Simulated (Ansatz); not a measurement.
PBE against PBEsol: Mn2CoS4

Base system: Mn2CoS4 (space group I-4, No. 82; a = 5.2253 Å, c = 10.2668 Å; ferrimagnetic).

(Cell as relaxed with PBE.)

Levels (all Ansatz, a first-principles code, PAW): PBE (420 eV, no SOC); PBEsol (420 eV, scalar-relativistic without spin-orbit coupling).

Each level relaxes its own structure.

| quantity | PBE | PBEsol |
|---|---|---|
| volume per atom | 20.02 Å³ | … |
| lattice parameter a | 5.225 Å | … |
| lattice parameter c | 10.267 Å | … |
| band gap | zero | … |
| magnetic state | ferrimagnetic | … |
| largest site moment | 3.35 μB | … |

Task: Given the PBE results, estimate those of PBEsol.

Result: 
- volume per atom, PBEsol: 17.82 Å³
- lattice parameter a, PBEsol: 5.041 Å
- lattice parameter c, PBEsol: 9.817 Å
- band gap, PBEsol: zero
- magnetic state, PBEsol: ferrimagnetic
- largest site moment, PBEsol: 2.99 μB

PBE's volume per atom lies 2.206 Å³ above PBEsol's (12.4 %); PBE's lattice parameter a lies 0.1846 Å above PBEsol's (3.7 %); PBE's lattice parameter c lies 0.450 Å above PBEsol's (4.6 %); PBE's largest site moment lies 0.368 μB above PBEsol's; the two agree on the band gap and magnetic state. Neither level is exact; PBEsol is the comparison here, not a measurement.

Other magnetic orders, which the real material may have, were not ruled out. No phonon test of stability was made. Starting moments died away, wholly or in part, for the base; another magnetic solution may exist.
